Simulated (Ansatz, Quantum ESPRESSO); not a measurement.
**InNi₃N (Pm-3m, 5 atoms in the cell) computed with different codes at matched settings**

Self-consistent single point.

```yaml
crystal:
  lattice:
    - [3.83986, 0.00000, 0.00000]
    - [0.00000, 3.83986, 0.00000]
    - [0.00000, 0.00000, 3.83986]
  atoms:
    - { symbol: In, position: [0.00000, 0.00000, 0.00000] }
    - { symbol: Ni, position: [0.50000, 0.50000, 0.00000] }
    - { symbol: Ni, position: [0.00000, 0.50000, 0.50000] }
    - { symbol: Ni, position: [0.50000, 0.00000, 0.50000] }
    - { symbol: N, position: [0.50000, 0.50000, 0.50000] }
```

Shared settings, as Ansatz (a quantum-chemistry and plane-wave program) writes them: kpoints.mp_grid.grid = 9 9 9; magnetization.spin_orbit = true; scf.occupations.method = gaussian; scf.occupations.width = 0.0073 Ry. Potentials and cutoffs stand in the table.

```
code                                                                                               model  pressure (GPa)   cutoff
----------------  --------------------------------------------------------------------------------------  --------------  -------
Ansatz                                      LDA (PW92) with spin-orbit coupling, PAW files made with PBE          -10.01  30.9 Ry
Quantum ESPRESSO  LDA (PZ), spin-orbit coupling, PSlibrary fully relativistic PAW (LDA) pseudopotentials          -10.00    50 Ry
```

The spread over the programs that give each value: pressure within 0.01 GPa.

Ansatz's pressure is given at a fixed set of plane waves, as the other plane-wave codes print theirs; with its correction for the finite basis it is -9.81 GPa (the shift of 0.21 GPa shows how far the cutoff is from converged). The same LDA comes in different parametrisations, which differ slightly.

The starting cell comes from a database of computed structures (which also holds hypothetical and non-ambient phases and stackings), without a prior relaxation at this level.

Left out of this page: Elk and FLEUR (not drawn, or without a comparable value).

Keys are those of Ansatz 0.2.
